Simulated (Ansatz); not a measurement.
The starting structures come from a database of crystals and need not be the phases stable at ambient conditions.

 Where the default PAW files enter, the runs use the earlier of Ansatz's two default sets.

Inside the gap of an insulator the Bloch states are evanescent, with a wavenumber k + iκ along the transport direction.

Input:

```
CELL_PARAMETERS angstrom
      6.00508     0.00000     0.00000
      3.00254     6.41054     0.00000
      0.00000     2.81263     5.30567
ATOMIC_POSITIONS crystal
  K  0.75000 0.50000 0.75000
  K  0.25000 0.50000 0.25000
  Au 0.00000 0.00000 0.50000
  Au 0.50000 0.00000 0.00000
  F  0.28306 0.76010 0.45684
  F  0.71694 0.23990 0.54316
  F  0.78306 0.76010 0.28306
  F  0.21694 0.23990 0.71694
  F  0.95684 0.76010 0.78306
  F  0.04316 0.23990 0.21694
  F  0.45684 0.76010 0.95684
  F  0.54316 0.23990 0.04316
```

Space group of this cell: I4/mcm. The cell is taken as given.

Transport runs along the normal of the first two printed cell vectors, the (101) plane of the conventional cell.

The gap is the functional's own, uncorrected, and κ follows it; spin-orbit coupling is left out. Mid-gap values are interpolated between the computed energies.

Question: Give the band gap and the smallest decay constant κ at mid-gap that PBEsol run with Ansatz (a quantum-chemistry and plane-wave program) yields.

Answer: Gap 2.37 eV on a 6×6×6 mesh; κ = 0.572 1/Å, at the zone centre.
